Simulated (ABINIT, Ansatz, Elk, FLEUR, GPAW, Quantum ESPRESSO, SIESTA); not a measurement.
**Code comparison for C₃N₄ (P-43m, 7 atoms in the cell)**

Self-consistent single point, at a second geometry (lattice scaled by 0.98). First geometry:

```yaml
crystal:
  lattice:
    - [3.45676, 0.00000, 0.00000]
    - [0.00000, 3.45676, 0.00000]
    - [0.00000, 0.00000, 3.45676]
  atoms:
    - { symbol: C, position: [0.00000, 0.00000, 0.50000] }
    - { symbol: C, position: [0.50000, 0.00000, 0.00000] }
    - { symbol: C, position: [0.00000, 0.50000, 0.00000] }
    - { symbol: N, position: [0.24569, 0.24569, 0.75431] }
    - { symbol: N, position: [0.24569, 0.75431, 0.24569] }
    - { symbol: N, position: [0.75431, 0.75431, 0.75431] }
    - { symbol: N, position: [0.75431, 0.24569, 0.24569] }
```

Shared settings, as Ansatz (an electronic-structure program) writes them: kpoints.mp_grid.grid = 10 10 10; scf.occupations.method = fixed. Potentials and cutoffs stand in the table.

| code | model | ΔF from the first geometry (meV/atom) | largest force (eV/Å) | gap on the mesh (eV) | cutoff |
|---|---|---|---|---|---|
| ABINIT | PBEsol, PAW (JTH v2.0 PBE PAW, files made for PBE) | 6.8 | 0.354 | 2.494 | 26 Ha |
| Elk | PBEsol, all-electron FP-LAPW, Elk's shipped species files, default APW+lo basis | – | – | 2.486 | default |
| FLEUR | PBEsol, all-electron FLAPW (FLEUR), scalar-relativistic valence | 18.3 | 0.482 | 2.509 | Kmax 4.6 1/bohr |
| GPAW | PBEsol, GPAW PAW datasets PBEsol (made by gpaw-setup) | 8.6 | 0.406 | 2.511 | 950 eV |
| SIESTA | GGA PBEsol, numerical atomic orbitals DZP, PseudoDojo PBEsol standard norm-conserving potentials (rewritten from UPF to PSML) | 23.9 | 0.753 | 2.524 | grid 300 Ry |
| Ansatz | PBEsol, PAW files made with PBE | 6.9 | 0.384 | 2.508 | default |
| Quantum ESPRESSO | PBEsol, GBRV 1.5 ultrasoft (PBESOL) pseudopotentials | 10.4 | 0.376 | 2.490 | 40 Ry |

A dash marks a value that a program does not give, or that is left out as unsure.

Gaps are read on the mesh.

The spread over the programs that give each value: ΔF from the first geometry within 17.1 meV/atom; largest force within 0.399 eV/Å; gap on the mesh within 0.038 eV.

SIESTA uses small atom-centred bases, whose incompleteness enters pressures, forces and empty levels differently from a plane-wave cutoff. Elk and FLEUR treat all electrons, but the usual bases taken here (sphere radii, linearisation, local orbitals, empty states) were not tested for convergence, so the values are no reference for the others. In the pressure, SIESTA (by 9.23) and Quantum ESPRESSO (by 1.85) lie more than 1 GPa from the median of the plane-wave programs. In the force vectors, FLEUR (by 0.102) and SIESTA (by 0.373) lie more than 0.08 eV/Å from the median of the plane-wave programs.

The starting cell comes from a database of computed structures (which also holds hypothetical and non-ambient phases and stackings), without a prior relaxation at this level. For this run, on top of that: lattice scaled by 0.98.

Keys are those of Ansatz 0.2.
